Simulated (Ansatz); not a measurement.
System: interstitial H in ordered Si6Ge2 alloy (charge state +1). All values below come from PBE, PAW (plane waves to 420 eV; Ansatz, an electronic-structure program).

72-site cell at the relaxed PBE lattice, a 2×2×2 k-point mesh shifted by half a step, smearing 0.05 eV, spin-restricted, no finite-size correction. No zero-point or tunnelling terms. The host is a small ordered model of a random alloy. The charge state is imposed; whether it is stable for some Fermi level was not computed. Sites that were not tried may lie lower.

A. a concerted move, in which H travels most; the atom moves 1.95 Å along (0.25, 0.23, 0.25) of the unit cell; the moving atom starts with neighbours 2 Si at 1.61 Å and ends with Ge at 1.69; Si at 1.57 Å; saddle order not checked.
B. a concerted move, in which H travels most; the atom moves 1.90 Å along (0.49, 0.00, 0.00) of the unit cell; the moving atom starts with neighbours Ge at 1.69; Si at 1.57 Å and ends with Ge at 1.69; Si at 1.57 Å; saddle order not checked, on a symmetry element.

A band can be held on a symmetry element, so unchecked saddle points there may be too high.

Question: Put the candidates in order of forward barrier, lowest first, for PBE, PAW.

Answer: B (0.37 eV), A (0.45 eV)
